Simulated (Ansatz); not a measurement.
Mo₂B₂Si (model structure, started from the Fe2AlB2 type, Cmmm, No. 65, 5 atoms in the cell), treated with LDA (Ansatz, a quantum-chemistry and plane-wave program, PAW).

Numerical settings: plane-wave cutoff 520 eV, 20×20×18 k mesh (along the axes of the cell as run), Fermi–Dirac smearing 0.05 eV, no spin polarisation, scalar-relativistic PAW data made under PBE.

Cell (relaxed at this level):

```cif
data_B4Mo4Si2
_chemical_formula_sum 'Si2 Mo4 B4'
_space_group_name_H-M_alt 'Cmmm'
_space_group_IT_number 65
_space_group_name_Hall '-C 2 2'
_cell_length_a 3.02767
_cell_length_b 11.01871
_cell_length_c 3.09684
_cell_angle_alpha 90.000
_cell_angle_beta 90.000
_cell_angle_gamma 90.000
loop_
_space_group_symop_operation_xyz
  'x, y, z'
  '-x, -y, -z'
  '-x, -y, z'
  'x, y, -z'
  'x, -y, -z'
  '-x, y, z'
  '-x, y, -z'
  'x, -y, z'
  'x+1/2, y+1/2, z'
  '-x+1/2, -y+1/2, -z'
  '-x+1/2, -y+1/2, z'
  'x+1/2, y+1/2, -z'
  'x+1/2, -y+1/2, -z'
  '-x+1/2, y+1/2, z'
  '-x+1/2, y+1/2, -z'
  'x+1/2, -y+1/2, z'
loop_
_atom_site_label
_atom_site_type_symbol
_atom_site_symmetry_multiplicity
_atom_site_Wyckoff_symbol
_atom_site_fract_x
_atom_site_fract_y
_atom_site_fract_z
_atom_site_occupancy
Si1 Si 2 a 0.00000 0.00000 0.00000 1
Mo1 Mo 4 j 0.50000 0.13648 0.50000 1
B1 B 4 i 0.00000 0.20718 0.00000 1
```
(The calculation used a cell of 5 atoms; values per cell refer to that cell.)

Q: Estimate the bulk modulus B0 that the calculation returns.

A: 
* **bulk modulus B0**: 283 GPa

Note: the run has no spin polarisation, so it can have missed a magnetic state; the bulk modulus is −V dP/dV from two relaxed cells at ±2 % in volume; the relaxation could raise the start's symmetry but not lower it, so the cell can be a saddle point.

The computed numbers hold no vibrational or temperature effects.

Cost on a shared machine: about 19 core-minutes (a rough figure).

A model structure was made by putting elements into a prototype or built by hand; it is no filed structure, need not be a known phase, and can be a saddle point held by its symmetry.
